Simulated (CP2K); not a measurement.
Band structure of TiSi₂ (Fddd, 6 atoms in the cell).

```yaml
crystal:
  lattice:
    - [6.05713, 0.00000, 0.00000]
    - [3.13361, 3.88908, 0.00000]
    - [2.92352, -0.82215, 3.80118]
  atoms:
    - { symbol: Ti, position: [0.50000, 0.50000, 0.50000] }
    - { symbol: Ti, position: [0.75000, 0.75000, 0.75000] }
    - { symbol: Si, position: [0.83743, 0.16257, 0.83743] }
    - { symbol: Si, position: [0.16257, 0.83743, 0.16257] }
    - { symbol: Si, position: [0.41257, 0.08743, 0.41257] }
    - { symbol: Si, position: [0.08743, 0.41257, 0.08743] }
```

Computed with PBE, GPW, DZVP-MOLOPT-SR-GTH basis, GTH-PBE potentials (GTH_POTENTIALS) (CP2K).

Settings: CUTOFF = 600 Ry; REL_CUTOFF = 60 Ry; SMEAR/METHOD = GAUSSIAN; SIGMA = 0.05 eV; KPOINTS/SCHEME = MONKHORST-PACK 7 7 7; XC_FUNCTIONAL = PBE; Ti/BASIS_SET = DZVP-MOLOPT-SR-GTH-q12; Ti/POTENTIAL = GTH-PBE-q12; Si/BASIS_SET = DZVP-MOLOPT-SR-GTH-q4; Si/POTENTIAL = GTH-PBE-q4; METHOD = GPW; EPS_DEFAULT = 1e-10; EXTRAPOLATION = USE_GUESS; NGRIDS = 5.

The starting cell comes from a database of computed structures (which also holds hypothetical and non-ambient phases and stackings), without a prior relaxation at this level. Its lattice was rescaled by a random factor within 2.5 % of one. Spin polarisation is off. Values carry the incompleteness of an atom-centred basis.

Levels in eV from the Fermi level, bands 17 to 22:
```json
[
 {"point": "Γ", "17": "-2.17", "18": "-2.09", "19": "-1.77", "20": "-1.32", "21": "-0.84", "22": "1.92"},
 {"point": "Y", "17": "-2.25", "18": "-2.25", "19": "-0.81", "20": "-0.81", "21": "1.20", "22": "1.20"},
 {"point": "T", "17": "-1.11", "18": "-1.11", "19": "-0.62", "20": "-0.62", "21": "0.81", "22": "0.81"},
 {"point": "Z", "17": "-1.55", "18": "-1.55", "19": "-0.89", "20": "-0.89", "21": "0.70", "22": "0.70"},
 {"point": "X", "17": "-1.31", "18": "-0.39", "19": "0.06", "20": "0.12", "21": "0.71", "22": "0.90"},
 {"point": "A1", "17": "-1.64", "18": "-1.64", "19": "-1.34", "20": "-1.34", "21": "1.29", "22": "1.29"},
 {"point": "A", "17": "-1.64", "18": "-1.64", "19": "-1.34", "20": "-1.34", "21": "1.29", "22": "1.29"}
]
```

Bands cross the Fermi level along this path, so the cell is metallic at this level.

Higher empty bands are left out: an atom-centred basis made for the valence describes them poorly.
